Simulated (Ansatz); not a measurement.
## Short convergence ladders for a (001) slab of Sr2Mg (cut from a parent of space group no. 139; 6 atoms in the cell)

```yaml
crystal:
  lattice:
    - [4.25760, 0.00000, 0.00000]
    - [0.00000, 4.25760, 0.00000]
    - [0.00000, 0.00000, 25.41999]
  atoms:
    - { symbol: Sr, position: [0.00000, 0.00000, 0.27537] }
    - { symbol: Sr, position: [0.50000, 0.50000, 0.72463] }
    - { symbol: Mg, position: [0.00000, 0.00000, 0.64326] }
    - { symbol: Sr, position: [0.50000, 0.50000, 0.56191] }
    - { symbol: Sr, position: [0.00000, 0.00000, 0.43809] }
    - { symbol: Mg, position: [0.50000, 0.50000, 0.35673] }
```

Base method: PBEsol, default PAW files made with PBE (plane waves; Ansatz, a program for electronic structure).

Base settings: basis.ecutwfc = 420 eV; kpoints.mp_grid.grid = 7 7 1; hamiltonian.xc = pbesol; hamiltonian.pseudopotentials = {kind: paw} (the program's default PAW files); scf.occupations.method = gaussian; scf.occupations.width = 0.1 eV.

The count of work is k-points × plane waves × bands × iterations; it is no time. 

**The vacuum**

The mesh stays at the base's, so the ladder's end is converged at best in this setting alone.

Only quantities that move along the ladder and can be compared are tabulated.

```tsv
vacuum between outermost atoms (Å)	free energy less the last step's (meV/atom)	largest difference of a force vector from the last step's (eV/Å)	count of work / last
3.0	-151.98	0.123	0.35
4.0	-110.38	0.391	0.37
5.0	-60.25	0.267	0.45
6.0	-28.52	0.143	0.48
7.0	-11.78	0.063	0.44
8.0	-4.22	0.017	0.54
10.0	-0.55	0.002	0.51
12.0	-0.08	0.001	0.57
14.0	-0.01	0.000	0.62
17.0	0.00	0.000	0.69
20.0	0.00	0.000	0.76
25.0	0.00	0.000	0.88
30.0	0.00	0.000	1.0
```

Smallest vacuum between outermost atoms (Å) that holds the forces within 0.005 eV/Å of the last step, with all finer ones: 10.0; the step before is off by 0.017 eV/Å.

Smallest vacuum between outermost atoms (Å) that holds the free energy within 5 meV/atom of the last step, with all finer ones: 8.0; the step before is off by 12 meV/atom.

**The k-point mesh**

Only quantities that move along the ladder and can be compared are tabulated.

| kpoints.mp_grid.grid | free energy less the last step's (meV/atom) | largest difference of a force vector from the last step's (eV/Å) | count of work / last |
|---|---|---|---|
| 2 2 1 | -59.14 | 0.228 | 0.058 |
| 3 3 1 | 62.95 | 0.112 | 0.058 |
| 4 4 1 | 31.27 | 0.120 | 0.12 |
| 5 5 1 | -12.70 | 0.029 | 0.091 |
| 6 6 1 | -1.84 | 0.037 | 0.15 |
| 7 7 1 | 7.06 | 0.019 | 0.15 |
| 8 8 1 | -2.48 | 0.009 | 0.26 |
| 9 9 1 | 1.90 | 0.014 | 0.26 |
| 11 11 1 | 1.11 | 0.007 | 0.32 |
| 12 12 1 | -0.21 | 0.005 | 0.42 |
| 15 15 1 | -0.23 | 0.003 | 0.55 |
| 17 17 1 | -0.14 | 0.001 | 0.68 |
| 20 20 1 | 0.00 | 0.000 | 1.0 |

Coarsest kpoints.mp_grid.grid that holds the forces within 0.005 eV/Å of the last step, with all finer ones: 15 15 1; the step before is off by 0.005 eV/Å.

Coarsest kpoints.mp_grid.grid that holds the free energy within 5 meV/atom of the last step, with all finer ones: 8 8 1, at 0.26 of the last step's count of work; the step before is off by 7.1 meV/atom.

**The plane-wave cutoff**

The mesh stays at the base's, so the ladder's end is converged at best in this setting alone.

Only quantities that move along the ladder and can be compared are tabulated.

| basis.ecutwfc | free energy less the last step's (meV/atom) | count of work / last |
|---|---|---|
| 210 eV | 561.81 | 0.12 |
| 250 eV | 97.59 | 0.16 |
| 295 eV | 11.36 | 0.21 |
| 355 eV | 0.63 | 0.28 |
| 420 eV | 0.14 | 0.35 |
| 505 eV | 0.05 | 0.46 |
| 630 eV | 0.02 | 0.65 |
| 840 eV | 0.00 | 1.0 |

Coarsest basis.ecutwfc that holds the free energy within 5 meV/atom of the last step, with all finer ones: 355 eV, at 0.28 of the last step's count of work; the step before is off by 11 meV/atom.

On the base run: the starting cell comes from a database of computed structures (which also holds hypothetical and non-ambient phases and stackings), without a prior relaxation at this level. The slab is cut from that crystal, and its faces are unrelaxed. Its lattice was rescaled by up to half a per cent.

Left out of this page: 1 run of the series outside the window shown, repeating another row's setting, or not comparable.

Keys are those of Ansatz 0.2.
